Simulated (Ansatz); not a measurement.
The starting structures come from a database of crystals and need not be the phases stable at ambient conditions.

 Where the default PAW files enter, the runs use the earlier of Ansatz's two default sets.

By PBEsol, the system below comes out a metal.

A figure of merit of an interconnect metal is its ballistic conductance per area.

Data:

```
CELL_PARAMETERS angstrom
      4.86400     0.00000     0.00000
     -2.43200     4.21235     0.00000
      0.00000     0.00000     6.65184
ATOMIC_POSITIONS crystal
  Ta 0.50000 0.50000 0.16667
  Ta 0.00000 0.50000 0.50000
  Ta 0.50000 0.00000 0.83333
  Si 0.31723 0.15862 0.50000
  Si 0.15862 0.31723 0.83333
  Si 0.84139 0.15862 0.16667
  Si 0.68277 0.84139 0.50000
  Si 0.84139 0.68277 0.83333
  Si 0.15862 0.84139 0.16667
```

Space group of this cell: P6_222. The cell is strained (all lengths scaled by 1.02); by PBEsol its mean pressure is -9.8 GPa.

The current flows along the normal of the first two printed cell vectors, the (001) plane of the conventional cell. No spin-orbit coupling; the value is a mean over 0.1 eV about the Fermi level.

Problem. State the ballistic conductance per area according to PBEsol in Ansatz (a first-principles code).

Solution. 0.34 × 10¹⁵ S/m² for both spins.
